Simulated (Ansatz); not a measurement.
An Ansatz (a program for electronic structure) input (DFT with r2SCAN, PAW potentials and a 500 eV plane-wave cutoff in Ansatz, spin-orbit coupling left out):

Ansatz 0.2 input:
```yaml
crystal:
  lattice:
    - [3.1232464204, 0, 0]
    - [-1.5616232102, 2.8017513387, 0]
    - [0, 0, 5.2114108491]
  atoms:
    - { symbol: Zn, position: [0.6666666667, 0.3333333333, 0.0024126979] }
    - { symbol: Zn, position: [0.3333333333, 0.6666666667, 0.5024126979] }
    - { symbol: O, position: [0.6666666667, 0.3333333333, 0.6227873021] }
    - { symbol: O, position: [0.3333333333, 0.6666666667, 0.1227873021] }
basis: { ecutwfc: 500, ecutrho_ratio: 4, xc_grid: 4, fft_grid_basis: typed }
kpoints: { mp_grid: { grid: [12, 12, 7] } }
hamiltonian:
  xc: r2scan
  dispersion: none
  pseudopotentials: { kind: paw }
scf: { occupations: { method: fermi_dirac, width: 0.05 }, convergence: { dr2_threshold: 0.0000000004 } }
relax: { f_tol: 0.005, max_steps: 50 }
output: { forces: true, stress: true }
checkpoint: { write: state.ck, write_every: 1000 }
```

Which symmetry and how many k-points will the program report, and about how many plane waves at Γ?

Space group Cmc21 (ITA 36) with 4 operations, k-points 172 of 1008, and 1137 plane waves at Γ.

And the final pressure?

5.56 GPa (compression positive).

The cells carry an imposed strain or load. No phonon test of stability was made. The cell was made from ZnO in the wurtzite structure (space group P6_3mc, No. 186) by this change: uniaxial strain ε_xx = −3.46 %.
